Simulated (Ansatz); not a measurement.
**A computed series for hypothetical zinc blende PbTe: pressure series**

The parent structure is PbTe in the zinc blende structure (space group F-43m, No. 216; a hypothetical phase, not in the database extracts checked).

```yaml
crystal:
  lattice:
    - [0.00000, 3.66781, 3.66781]
    - [3.66781, 0.00000, 3.66781]
    - [3.66781, 3.66781, 0.00000]
  atoms:
    - { symbol: Te, position: [0.75000, 0.75000, 0.75000] }
    - { symbol: Pb, position: [0.00000, 0.00000, 0.00000] }
```

Cell and atoms are relaxed at each pressure.

Calculations: plane-wave PAW DFT at the PBE level (Ansatz, a quantum-chemistry and plane-wave program, 420 eV), spin-orbit coupling left out, earlier PAW set.

Notes on the quantities. enthalpy: H = E + PV relative to the base's energy.

```tsv
variant	band gap	volume per atom	enthalpy
base	0.64 eV	49.34 Å³	–
pressure −2 GPa	0.81 eV	54.62 Å³	-0.65 eV/atom
pressure −1 GPa	0.72 eV	[?]	-0.31 eV/atom
pressure 3 GPa	0.40 eV	44.68 Å³	+0.88 eV/atom
pressure 7 GPa	0.11 eV	[?]	+1.94 eV/atom
pressure 15 GPa	zero	35.84 Å³	+3.84 eV/atom
pressure 30 GPa	zero	[?]	+6.94 eV/atom
pressure 50 GPa	zero	26.98 Å³	+10.52 eV/atom
pressure 75 GPa	zero	24.13 Å³	+14.49 eV/atom
pressure 100 GPa	zero	22.21 Å³	+18.10 eV/atom
```

Task: Complete the table.

Result: 
- pressure −1 GPa, volume per atom: 51.59 Å³
- pressure 7 GPa, volume per atom: 40.72 Å³
- pressure 30 GPa, volume per atom: 30.80 Å³

A case with no gap was solved on a k-mesh chosen for an insulator, which is coarse for it. With Pb and Te present, leaving out spin-orbit coupling can change the band edges. Load acts through the strain it causes; cell and atoms are relaxed under it. No phonon test of stability was made. Competing high-pressure phases were not computed. The final runs are not spin-polarised. The zero or small gap of PbTe under pressure 7 GPa and PbTe under pressure 15 GPa can change with the level of theory.
